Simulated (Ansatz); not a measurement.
# Hypothetical P6_3/mmc SiS2: pressure series

Base system: SiS2 in the 2H-MoS2 type structure (space group P6_3/mmc, No. 194; a = 3.224 Å, c = 12.153 Å; a hypothetical phase, not in the database extracts checked; layered, stacked along the Cartesian z axis).

Cell and atoms are relaxed at each pressure.

The values are results of r2SCAN+rVV10 (Ansatz, a program for electronic structure; PAW; 500 eV plane waves; no spin-orbit coupling), earlier PAW set, not measurements.

Task: Only one of these has a band gap. Which?
(A) pressure 0.9 GPa
(B) pressure 15 GPa
(C) pressure 9 GPa
(D) pressure 22.5 GPa
(E) pressure −1 GPa

Result: E, pressure −1 GPa. Computed: pressure 0.9 GPa: zero; pressure 22.5 GPa: zero; pressure −1 GPa: 0.13 eV; pressure 9 GPa: zero; pressure 15 GPa: zero

Load acts through the strain it causes; cell and atoms are relaxed under it. Stability against distortions was not tested. Competing high-pressure phases were not computed. All final runs are without spin polarisation. Gaps under 0.05 eV, about the width of the smearing, are given as zero. A zero or small gap of SiS2 can be the functional's error rather than a property of the material.
